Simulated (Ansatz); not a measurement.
L1₂ (Cu3Au-type) Al3Sc was calculated with RPBE (PAW; Ansatz, a program for electronic structure).

Settings: plane-wave cutoff 520 eV, 14×14×14 k mesh, Fermi–Dirac smearing 0.05 eV, scalar-relativistic PAW data made under PBE.

Cell (relaxed at this level):

```cif
data_Al3Sc
_chemical_formula_sum 'Sc1 Al3'
_space_group_name_H-M_alt 'P 1'
_space_group_IT_number 1
_cell_length_a 4.13811
_cell_length_b 4.13811
_cell_length_c 4.13811
_cell_angle_alpha 90.000
_cell_angle_beta 90.000
_cell_angle_gamma 90.000
loop_
_space_group_symop_operation_xyz
  'x, y, z'
loop_
_atom_site_label
_atom_site_type_symbol
_atom_site_fract_x
_atom_site_fract_y
_atom_site_fract_z
_atom_site_occupancy
Sc1 Sc 0.00000 0.00000 0.00000 1
Al1 Al 0.00000 0.50000 0.50000 1
Al2 Al 0.50000 0.00000 0.50000 1
Al3 Al 0.50000 0.50000 0.00000 1
```

Problem. Predict the bulk modulus B0 and pressure derivative B′ of the bulk modulus.

Solution. 
* **bulk modulus B0**: 82.4 GPa
* **pressure derivative B′ of the bulk modulus**: 4.2

The run finds no gap.

Measured, for comparison: bulk modulus 91.5 ± 1 GPa (298 K, not corrected to a static lattice, polycrystal; as tabulated in A Combined Experimental and First-Principles Based Assessment of …). Computed (rounded) less measured: bulk modulus -10 %.

Static lattice: no zero-point or thermal effects.
